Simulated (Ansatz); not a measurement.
# Pressure series in TlBr

Consider TlBr (space group Cmcm, No. 63; a = 4.3392 Å, b = 12.1541 Å, c = 4.8687 Å; a cell from a computed database, its experimental status unchecked).

Cell and atoms are relaxed at each pressure.

Calculations: PBEsol in Ansatz (plane waves to 420 eV, PAW, spin-orbit coupling left out), earlier PAW set.

Computed cases, in order: pressure −1 GPa; 0 GPa (base); pressure 3 GPa; pressure 7 GPa; pressure 15 GPa; pressure 30 GPa; pressure 50 GPa; pressure 75 GPa; pressure 100 GPa.

Question: Between which two neighbouring cases does the band gap open or close?

Answer: Between pressure 30 GPa (0.32 eV) and pressure 50 GPa (zero). The whole series: pressure −1 GPa: 2.02 eV; 0 GPa (base): 1.86 eV; pressure 3 GPa: 1.57 eV; pressure 7 GPa: 1.26 eV; pressure 15 GPa: 1.00 eV; pressure 30 GPa: 0.32 eV; pressure 50 GPa: zero; pressure 75 GPa: zero; pressure 100 GPa: zero.

A case with no gap was solved on a k-mesh chosen for an insulator, which is coarse for it. From pressure 15 GPa on, the axis ratios lie over 15 % from the base's, so the cell there is far from its starting form. Spin-orbit coupling, missing from the scalar runs, can matter with Tl. Load acts through the strain it causes; cell and atoms are relaxed under it. Whether these cells are dynamically stable was not tested. Competing high-pressure phases were not computed. The final runs are not spin-polarised. This is not the structure that TlBr has at room temperature and ambient pressure. The zero or small gap of TlBr under pressure 50 GPa and TlBr under pressure 75 GPa can change with the level of theory.

Ansatz is a first-principles code.
